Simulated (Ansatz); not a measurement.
Base system: Ba in the bcc (W type) structure (space group Im-3m, No. 229; a = 4.8819 Å; relaxed with 0.1 eV smearing). Axes: x, y, z lie along the cube axes.

Computed with PBEsol, PAW, 420 eV (Ansatz, a first-principles code; scalar-relativistic without spin-orbit coupling).

It is then changed as follows: biaxial strain +1.50 %, plane normal [001], relaxed out of plane (Cartesian); in-plane vectors clamped, the third vector and the atoms free.

What happens to the out-of-plane strain and energy relative to the base?

The out-of-plane strain amounts to -1.61 %; the energy goes up by 0.9 meV/atom.

No phonon test of stability was made.
